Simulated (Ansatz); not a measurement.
Start from Cd in the hcp (Mg type) structure (space group P6_3/mmc, No. 194; a = 3.016 Å, c = 5.819 Å).

Level of theory: PBE/PAW in Ansatz (a quantum-chemistry and plane-wave program), no spin-orbit coupling.

For the base:

```
Item               Result
---------------  --------
c/a ratio           1.929
Volume per atom  22.92 Å³
```

Perturbation: a hydrostatic pressure of 4.5 GPa.

**Question.** What happens to the c/a ratio and volume per atom?

**Answer.** The c/a ratio drops by 0.114 to 1.815; the volume per atom decreases by 2.00 Å³ (22.92 Å³ → 20.92 Å³).

Load acts through the strain it causes; cell and atoms are relaxed under it. Stability against distortions was not tested.
